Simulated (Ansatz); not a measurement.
Structures of equal composition on the (111)B surface of 3C silicon carbide (C plane on top): (√3x√3)R30° In adatom at H3; (√3x√3)R30° In adatom at T4. The slabs share one bottom face, and each structure is named by its start. These are constructed structures in small cells; real faces may alloy, dewet or reconstruct in larger ones, and not all known structures of the face are among them. Slabs of about 11 Å, Fermi-Dirac smearing of 0.025 eV. Bottom of the slabs: H caps. Relaxed from the named starts with such symmetry as they have, on meshes of like density; energies extrapolated to zero smearing; spin only where a row says so; no spin-orbit coupling, no U. Brackets mark spin-polarised runs, whose order is one that fits the cell. Where a second, spin-polarised start was run, the lower counts.

All values below come from PBE (plane waves to 420 eV, PAW; Ansatz, a first-principles code).

Q: Rank these by energy per 1x1 cell (lowest first), as PBE gives it.

A: (√3x√3)R30° In adatom at H3 (0.000 eV, gap 0.68 eV on the mesh), (√3x√3)R30° In adatom at T4 (0.122 eV, gap 0.51 eV on the mesh)
